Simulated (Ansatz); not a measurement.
The reference is BAs (space group P6_422, No. 181; a = 3.429 Å, c = 7.403 Å; a hypothetical phase, not in the database extracts checked).

One thing is altered: a hydrostatic pressure of 1.5 GPa.

Levels (all Ansatz, a first-principles code, PAW): PBEsol (420 eV, no spin-orbit coupling); HSE06 (420 eV, no SOC).

The geometry is relaxed with PBEsol.

| Property | Result |
|---|---|
| PBEsol lowest conduction level above the VBM at special points | M 0.28 eV; K 0.71 eV; L 1.74 eV; Γ 2.15 eV |

Task: How does going to HSE06 change the lowest conduction level above the VBM at special points?

Result: The lowest conduction level above the VBM at special points becomes M 0.88 eV; K 1.39 eV; L 2.45 eV; Γ 2.93 eV (PBEsol: M 0.28 eV; K 0.71 eV; L 1.74 eV; Γ 2.15 eV).

Single points use the geometry relaxed with PBEsol. The hybrid gap comes from the SCF mesh plus the semilocal run's edge points and a few special points and is an upper bound. The levels and masses belong to the bands next to the band gap. Load acts through the strain it causes; cell and atoms are relaxed under it. Whether these cells are dynamically stable was not tested. The base started in P3_121 and relaxed to P6_422 at this level.
